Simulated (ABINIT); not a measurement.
Worked example: self-consistent single point of LiBe (P2_1/m, 4 atoms in the cell) in ABINIT.

Level of theory: PBEsol, norm-conserving pseudopotentials (PseudoDojo nc-sr-04 PBEsol standard) (plane waves; ABINIT 10.0.3).

The change in words: lattice scaled by 0.98. Reference geometry:
```xyz
4
Lattice="2.2960 0.0000 0.0000 0.0000 3.6128 0.0000 -0.4017 0.0000 5.5135" Properties=species:S:1:pos:R:3 pbc="T T T"
Li     1.6296     0.9032     0.8538
Li     0.2647     2.7096     4.6597
Be     1.5053     0.9032     3.1767
Be     0.3890     2.7096     2.3368
```

Reference input (self-consistent single point, DFT, PBEsol, plane waves, norm-conserving pseudopotentials (PseudoDojo nc-sr-04 PBEsol standard)): pseudos = [Li.upf, Be.upf]; ecut = 44 Ha; occopt = 7; tsmear = 0.272 eV; ngkpt = 11 7 5; nshiftk = 1; shiftk = 0 0 0; potentials = PseudoDojo nc-sr-04 PBEsol standard; nband = 12; kptopt = 1; nstep = 50; tolvrs = 1e-11. This run's input differs from it in these lines:

```diff
@@ -3,7 +3,7 @@
 pseudos "Li.upf, Be.upf"
-acell 4.3387922849 6.8271458513 10.4466709637
+acell 4.2520160612 6.6906036901 10.2377383950
 rprim
-         1.0000000000    0.0000000000    0.0000000000
+         1.0000000000    0.0000000000   -0.0000000000
          0.0000000000    1.0000000000    0.0000000000
-        -0.0726725418    0.0000000000    0.9973558551
+        -0.0726725136    0.0000000000    0.9973558571
 natom 4
@@ -13,6 +13,6 @@
 xcart
-         3.0794715307    1.7067864628    1.6134938432
-         0.5001346220    5.1203593884    8.8055546086
-         2.8445289863    1.7067864628    6.0031431465
-         0.7350771663    5.1203593884    4.4159053053
+         3.0178818567    1.6726509225    1.5812241010
+         0.4901320217    5.0179527676    8.6294442511
+         2.7876382514    1.6726509225    5.8830807844
+         0.7203756271    5.0179527676    4.3275875677
 ecut 44 Ha
```

The program printed (abridged):

```
--- !BeginCycle
solver: {iscf: 7, nstep: 50, nline: 4, wfoptalg: 0, }
tolerances: {tolvrs: 1.00E-11, }
...

     iter   Etot(hartree)      deltaE(h)  residm     vres2
 ETOT  1  -41.967233800973    -4.197E+01 1.514E-01 4.712E+02
 ETOT  2  -42.049261536981    -8.203E-02 6.200E-03 1.143E+01
 ETOT  3  -42.049800912383    -5.394E-04 3.105E-04 5.968E-02
 ETOT  4  -42.049803460922    -2.549E-06 1.140E-04 4.402E-04
 ETOT  5  -42.049803488879    -2.796E-08 3.947E-05 1.200E-05
 ETOT  6  -42.049803489691    -8.113E-10 1.582E-05 8.464E-08
 ETOT  7  -42.049803489696    -5.187E-12 1.155E-05 4.802E-10
 ETOT  8  -42.049803489695     3.482E-13 9.591E-06 8.702E-12
 At SCF step    8       vres2   =  8.70E-12 < tolvrs=  1.00E-11 =>converged.

 Cartesian components of stress tensor (hartree/bohr^3)
  sigma(1 1)= -9.41957465E-05  sigma(3 2)=  0.00000000E+00
  sigma(2 2)= -1.16817174E-04  sigma(3 1)= -1.10512783E-05
  sigma(3 3)= -8.98289304E-05  sigma(2 1)=  0.00000000E+00

 ----iterations are completed or convergence reached----

 reduced coordinates (array xred) for    4 atoms
       0.736850000007      0.250000000000      0.154860000005
       0.263149999987      0.750000000000      0.845140000033
       0.756419999996      0.250000000000      0.576170000019
       0.243579999998      0.750000000000      0.423830000019
 cartesian forces (eV/Angstrom) at end:
    1      0.00150810488885    -0.00000000000000    -0.06533681942836
   [... lines left out ...]
 Fermi (or HOMO) energy (eV) =   3.17713   Average Vxc (eV)=  -9.26043
   [... lines left out ...]
total_energy        : -4.20498034896954E+01
total_energy_eV     : -1.14423334399567E+03
band_energy         : -2.02028029248693E+01
...

-Cartesian components of stress tensor (GPa)         [Pressure=  2.9504E+00 GPa]
- sigma(1 1)= -2.77133408E+00  sigma(3 2)=  0.00000000E+00
- sigma(2 2)= -3.43687934E+00  sigma(3 1)= -3.25139779E-01
- sigma(3 3)= -2.64285793E+00  sigma(2 1)=  0.00000000E+00

 Calculation completed.
```

The run converged in 8 iterations. Against the reference run the free energy goes up by 5.0 meV/atom, the pressure goes from -0.44 to 2.95 GPa and the largest force goes from 0.013 to 0.115 eV/Å.

The starting cell comes from a database of computed structures (which also holds hypothetical and non-ambient phases and stackings), without a prior relaxation at this level. For this run, on top of that: lattice scaled by 0.98.

Cost on one core of a shared machine: roughly 70 s.
